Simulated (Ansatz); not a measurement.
Cu: stress against strain

Cu (fcc, Fm-3m, 11.440 Å³/atom at rest) under an equal strain ε in the (111) plane with the normal axis free, as in a coherent film. r2SCAN in Ansatz, a plane-wave DFT program (PAW, default set), 500 eV, 32×32×32 Γ-centred mesh, Fermi-Dirac smearing 0.10 eV; ions are relaxed within the symmetry of each cell. Stress is positive for a compressed cell.

Here s stands for strain and y for stress xx.

| strain (%) | stress xx (GPa) |
|---|---|
| -1.25 | 4.31 |
| -0.83 | 2.78 |
| -0.42 | 1.36 |
| 0.00 | -0.01 |
| 0.42 | -1.29 |
| 0.83 | -2.48 |
| 1.25 | -3.62 |
| 2.50 | ? |

The 7 complete rows are fitted with a straight line, y against s. Means: s 0, y 0.150. About the means, the sum of products is -15.391 and the sum of squares of s is 4.8556; the slope is their ratio. Least squares gives y = 0.150 - 3.1698·s. Residuals (row less fit): 0.198, -0.001, -0.121, -0.160, -0.109, 0.001, 0.192; standard error 0.160 (degrees of freedom: 5). The slope gives the biaxial elastic modulus of this plane = 317 ± 7 GPa.

**Question.** Predict the withheld y at s = 2.50 from the fit, and compare with the calculation.

**Answer.** y = 0.150 - 3.1698 × 2.50 = -7.774 GPa. The calculation gives -6.60 GPa, 1.174 GPa above the prediction (10.8 % of the range of y in the table). The row lies outside the fitted rows, so this is an extrapolation. From the scatter of the fitted rows alone, a prediction at this place has a standard error of 0.250 GPa, so the miss is 4.7 times that.

One order more, fitted to all 13 runs of the series, follows each within 0.02, so the miss is the next term of a smooth law. In a metal these values are sensitive to mesh and smearing; energies are taken to zero smearing, stresses follow the free energy. Rows are the converged runs of the series near zero and its far end; series whose fitted rows scatter by over a few per cent of the range, as at a crossing or softening among them, aren't shown in this form. Most that stay on the fit to the last digits aren't either.
